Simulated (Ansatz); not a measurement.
## BN: pressure series

Base system: BN in the zinc blende structure (space group F-43m, No. 216; a = 3.606 Å).

Cell and atoms are relaxed at each pressure.

Calculations: plane-wave PAW DFT at the PBEsol level (Ansatz, a quantum-chemistry and plane-wave program, 420 eV), spin-orbit coupling left out.

```tsv
change	density	band gap
base	3.52 g/cm³	4.30 eV
pressure −2 GPa	3.50 g/cm³	4.29 eV
pressure −1 GPa	3.51 g/cm³	4.30 eV
pressure 0.9 GPa	3.52 g/cm³	4.30 eV
pressure 2.1 GPa	3.54 g/cm³	4.30 eV
pressure 9 GPa	3.60 g/cm³	4.32 eV
pressure 15 GPa	___	4.33 eV
pressure 30 GPa	___	4.36 eV
```

Question: Some entries are withheld; estimate them.

Answer: 
- pressure 15 GPa, density: 3.65 g/cm³
- pressure 30 GPa, density: 3.77 g/cm³

Load acts through the strain it causes; cell and atoms are relaxed under it. Whether these cells are dynamically stable was not tested. Competing high-pressure phases were not computed.
